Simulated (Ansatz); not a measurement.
**Habitual settings against a tight run: LaCu₂Sn₂ (P4/nmm, 10 atoms in the cell)**

Self-consistent single point.

```
CELL_PARAMETERS angstrom
      4.37950     0.00000     0.00000
      0.00000     4.37950     0.00000
      0.00000     0.00000    10.38345
ATOMIC_POSITIONS crystal
  La 0.50000 0.00000 0.76069
  La 0.00000 0.50000 0.23931
  Cu 0.00000 0.50000 0.63457
  Cu 0.50000 0.00000 0.36543
  Cu 0.00000 0.00000 0.00000
  Cu 0.50000 0.50000 0.00000
  Sn 0.50000 0.50000 0.50000
  Sn 0.00000 0.00000 0.50000
  Sn 0.00000 0.50000 0.87462
  Sn 0.50000 0.00000 0.12538
```

Method: LDA (PW92), default PAW files made with PBE (plane waves; Ansatz, a program for electronic structure).

Base settings: basis.ecutwfc = 30.9 Ry; kpoints.mp_grid.grid = 5 5 3; hamiltonian.xc = lda; hamiltonian.pseudopotentials = {kind: paw} (the program's default PAW files); scf.occupations.method = methfessel_paxton; scf.occupations.width = 0.0147 Ry.

Tight run (finer mesh or higher cutoff; not a proven limit): basis.ecutwfc: 30.9 Ry → 43.4 Ry; kpoints.mp_grid.grid: 5 5 3 → 7 7 5; scf.convergence.dr2_threshold: default (1e-07 eV) → 1e-09 eV. It gave Fermi level (on the code's own zero) 13.97 eV; pressure 1.40 GPa; largest force (vector length) 0.028 eV/Å.

Quick runs, as changes from the base:
- A: the base itself
- B: basis.ecutwfc: 30.9 Ry → 24.6 Ry; kpoints.mp_grid.grid: 5 5 3 → 6 6 6; scf.occupations.method: methfessel_paxton → fermi_dirac
- C: basis.ecutwfc: 30.9 Ry → 24.6 Ry; kpoints.mp_grid.grid: 5 5 3 → 2 2 2; scf.occupations.method: methfessel_paxton → cold; scf.occupations.width: 0.0147 Ry → 0.0367 Ry
- D: basis.ecutwfc: 30.9 Ry → 18.4 Ry; kpoints.mp_grid.grid: 5 5 3 → 3 3 3
- E: basis.ecutwfc: 30.9 Ry → 15.4 Ry; kpoints.mp_grid.grid: 5 5 3 → 2 2 2; kpoints.mp_grid.shift: default → 0.5 0.5 0.5
- F: basis.ecutwfc: 30.9 Ry → 18.4 Ry; kpoints.mp_grid.grid: 5 5 3 → 6 6 6

Energies are extrapolated to zero smearing width, which holds to low order in the width alone.

The count of work is k-points × plane waves × bands × iterations; it is no time. 

Pressures in the table are Ansatz's without its Pulay estimate, at a fixed set of plane waves; the tight run's value above holds the estimate.

The starting cell comes from a database of computed structures (which also holds hypothetical and non-ambient phases and stackings), without a prior relaxation at this level. Its lattice was rescaled by a random factor within 2.5 % of one. Spin polarisation is off.

| run | energy less tight (meV/atom) | pressure less tight (GPa) | largest miss in a force vector (eV/Å) | count of work / tight |
|---|---|---|---|---|
| A | -10.6 | -0.13 | 0.041 | 0.15 |
| B | 24.8 | -2.08 | 0.084 | 0.46 |
| C | 139.8 | -2.21 | 0.482 | 0.073 |
| D | 1249.8 | -67.01 | 0.120 | 0.039 |
| E | 5688.1 | -238.08 | 0.272 | 0.0050 |
| F | 1251.5 | -66.56 | 0.059 | 0.32 |

Among the runs at the tight run's level, the energy misses run from 10.6 to 5688.1 meV/atom.

Keys are those of Ansatz 0.2.
